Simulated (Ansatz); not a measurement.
## Response to strain in Al

Start from Al in the fcc (Cu type) structure (space group Fm-3m, No. 225; a = 4.015 Å; relaxed with 0.1 eV smearing). Axes: x, y, z lie along the cube axes.

Strains are applied to the cell and any free atomic positions relax; under biaxial strain the out-of-plane vector relaxes too.

The values are results of PBEsol (Ansatz, a program for electronic structure; PAW; 420 eV plane waves; no spin-orbit coupling), earlier PAW set, not measurements.

Candidates:
(a) biaxial strain +1.14 %, plane normal [110], relaxed out of plane
(b) isotropic strain −2.85 %
(c) strain tensor (xx, yy, zz, yz, xz, xy) = (+1.12, +0.83, −1.11, +0.60, −0.86, +1.08) %
(d) isotropic strain +2.58 %
(e) isotropic strain +1.66 %

Notes on the quantities. energy relative to the base: free energy F.

Task: Order them by energy relative to the base, highest first.

Result: (b) isotropic strain −2.85 % (+34 meV/atom), (d) isotropic strain +2.58 % (+23 meV/atom), (e) isotropic strain +1.66 % (+9.7 meV/atom), (c) strain tensor (xx, yy, zz, yz, xz, xy) = (+1.12, +0.83, −1.11, +0.60, −0.86, +1.08) % (+2.3 meV/atom), (a) biaxial strain +1.14 %, plane normal [110], relaxed out of plane (+1.5 meV/atom)

A biaxial case was relaxed in a doubled cell and then solved in the primitive one. Stability against distortions was not tested.
